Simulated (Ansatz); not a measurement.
Consider interstitial C in 4H silicon carbide, charge state +2. Calculation: PBE, PAW (plane waves to 420 eV; Ansatz, an electronic-structure program).

72-site cell at the relaxed PBE lattice, the Γ point alone, smearing 0.01 eV, spin-restricted, no finite-size correction. No zero-point or tunnelling terms. The charge state is imposed; whether it is stable for some Fermi level was not computed. Sites that were not tried may lie lower.

Barriers: single points on a 2×2×2 k-point mesh shifted by half a step along c at the bands' geometries (they differ from the bands' own by up to 0.07 eV, and are uncertain by about as much).

The step: a concerted move, in which C travels most (a rearrangement that moves the defect's centre by under 1 Å). Atoms about the jump, Cartesian Å from the middle of the jump, before and after:

| atom | x0 | y0 | z0 | x1 | y1 | z1 |
|---|---|---|---|---|---|---|
| C1 | -0.50 | 0.00 | 0.00 | 0.50 | 0.00 | 0.00 |
| C2 | 0.39 | -0.51 | -0.73 | -0.39 | -0.51 | -0.73 |
| Si3 | -0.06 | 1.79 | 0.36 | 0.06 | 1.79 | 0.36 |
| Si4 | -1.83 | -1.27 | 0.36 | -1.77 | -1.31 | 0.26 |
| Si5 | 1.77 | -1.31 | 0.26 | 1.83 | -1.27 | 0.36 |
| Si6 | 0.07 | -0.33 | -2.62 | -0.07 | -0.33 | -2.62 |
| C7 | -0.01 | 1.53 | 2.19 | 0.01 | 1.53 | 2.19 |
| C8 | -1.58 | -1.19 | 2.19 | -1.54 | -1.18 | 2.10 |
| C9 | 1.54 | -1.18 | 2.10 | 1.58 | -1.19 | 2.19 |
| C10 | -1.59 | 2.43 | -0.41 | -1.52 | 2.39 | -0.38 |
| C11 | 1.52 | 2.39 | -0.38 | 1.59 | 2.43 | -0.41 |
| C12 | -3.15 | -0.27 | -0.41 | -3.12 | -0.28 | -0.42 |
| C13 | 3.12 | -0.28 | -0.42 | 3.15 | -0.27 | -0.41 |
| Si14 | -1.58 | 0.62 | 2.79 | -1.56 | 0.62 | 2.75 |
| Si15 | 1.56 | 0.62 | 2.75 | 1.58 | 0.62 | 2.79 |
| C16 | 0.02 | 1.49 | -2.96 | -0.02 | 1.49 | -2.96 |
| C17 | -1.56 | -2.95 | -0.38 | -1.55 | -2.99 | -0.42 |
| C18 | 1.55 | -2.99 | -0.42 | 1.56 | -2.95 | -0.38 |
| Si19 | 0.00 | -2.09 | 2.75 | 0.00 | -2.09 | 2.75 |
| Si20 | -3.13 | 1.52 | 0.23 | -3.09 | 1.50 | 0.23 |
| Si21 | 3.09 | 1.50 | 0.23 | 3.13 | 1.52 | 0.23 |

Question: Predict the transition state.

Answer: 
```csv
atom,x,y,z
C1,0.00,0.01,0.01
C2,0.00,-0.87,-0.87
Si3,0.00,1.79,0.41
Si4,-1.74,-1.29,0.30
Si5,1.75,-1.29,0.30
Si6,0.00,-0.36,-2.68
C7,0.00,1.59,2.24
C8,-1.54,-1.15,2.13
C9,1.54,-1.15,2.13
C10,-1.54,2.41,-0.38
C11,1.55,2.41,-0.38
C12,-3.09,-0.27,-0.42
C13,3.09,-0.27,-0.42
Si14,-1.56,0.65,2.77
Si15,1.56,0.65,2.77
C16,0.00,1.47,-2.95
C17,-1.56,-2.98,-0.40
C18,1.56,-2.98,-0.40
Si19,0.00,-2.08,2.75
Si20,-3.10,1.52,0.23
Si21,3.10,1.52,0.23
```
It lies 0.22 eV above the start and 0.22 eV above the end. The saddle point's order was not checked, and it lies on a symmetry element of the cell, where a band can be held.
